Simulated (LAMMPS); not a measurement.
Consider Ni (fcc), 4000 atoms, at 1300 K and 0 GPa, heated as the crystal in molecular dynamics.

All values are model results, not measurements: classical MD, pair style eam, the elements' _u3.eam files (universal-3 set of Foiles, Baskes and Daw); code LAMMPS.

Question: Give g(r) against r (Å) as the simulation yields it.

Answer: State found: crystal; no diffusion seen in 30 ps.
| r (Å) | g(r) |
|---|---|
| 2.020 | 0.000 |
| 2.060 | 0.004 |
| 2.100 | 0.025 |
| 2.140 | 0.084 |
| 2.180 | 0.235 |
| 2.220 | 0.528 |
| 2.260 | 1.01 |
| 2.300 | 1.66 |
| 2.340 | 2.34 |
| 2.380 | 3.18 |
| 2.420 | 3.72 |
| 2.460 | 4.07 |
| 2.500 | 4.21 |
| 2.540 | 4.02 |
| 2.580 | 3.68 |
| 2.620 | 3.23 |
| 2.660 | 2.71 |
| 2.700 | 2.20 |
| 2.740 | 1.72 |
| 2.780 | 1.32 |
| 2.820 | 0.956 |
| 2.860 | 0.704 |
| 2.900 | 0.482 |
| 2.940 | 0.330 |
| 2.980 | 0.232 |
| 3.020 | 0.172 |
| 3.060 | 0.141 |
| 3.100 | 0.125 |
| 3.140 | 0.138 |
| 3.180 | 0.162 |
| 3.220 | 0.202 |
| 3.260 | 0.252 |
| 3.300 | 0.326 |
| 3.340 | 0.409 |
| 3.380 | 0.490 |
| 3.420 | 0.579 |
| 3.460 | 0.665 |
| 3.500 | 0.738 |
| 3.540 | 0.780 |
| 3.580 | 0.800 |
| 3.620 | 0.791 |
| 3.660 | 0.767 |
| 3.700 | 0.711 |
| 3.740 | 0.632 |
| 3.780 | 0.553 |
| 3.820 | 0.471 |
| 3.860 | 0.424 |
| 3.900 | 0.377 |
| 3.940 | 0.364 |
| 3.980 | 0.406 |
| 4.020 | 0.480 |
| 4.060 | 0.611 |
| 4.100 | 0.801 |
| 4.140 | 1.03 |
| 4.180 | 1.31 |
| 4.220 | 1.59 |
| 4.260 | 1.84 |
| 4.300 | 2.04 |
| 4.340 | 2.19 |
| 4.380 | 2.28 |
| 4.420 | 2.26 |
| 4.460 | 2.13 |
| 4.500 | 1.97 |
| 4.540 | 1.75 |
| 4.580 | 1.50 |
| 4.620 | 1.25 |
| 4.660 | 1.05 |
| 4.700 | 0.874 |
| 4.740 | 0.747 |
| 4.780 | 0.672 |
| 4.820 | 0.657 |
| 4.860 | 0.678 |
| 4.900 | 0.714 |
| 4.940 | 0.777 |
| 4.980 | 0.831 |
| 5.020 | 0.874 |
| 5.060 | 0.893 |
| 5.100 | 0.882 |
| 5.140 | 0.863 |
| 5.180 | 0.821 |
| 5.220 | 0.780 |
| 5.260 | 0.752 |
| 5.300 | 0.725 |
| 5.340 | 0.736 |
| 5.380 | 0.764 |
| 5.420 | 0.823 |
| 5.460 | 0.888 |
| 5.500 | 0.989 |
| 5.540 | 1.09 |
| 5.580 | 1.17 |
| 5.620 | 1.25 |
| 5.660 | 1.27 |
| 5.700 | 1.28 |
| 5.740 | 1.23 |
| 5.780 | 1.17 |
| 5.820 | 1.08 |
| 5.860 | 0.978 |
| 5.900 | 0.873 |
| 5.940 | 0.772 |
| 5.980 | 0.675 |
| 6.020 | 0.615 |
| 6.060 | 0.569 |
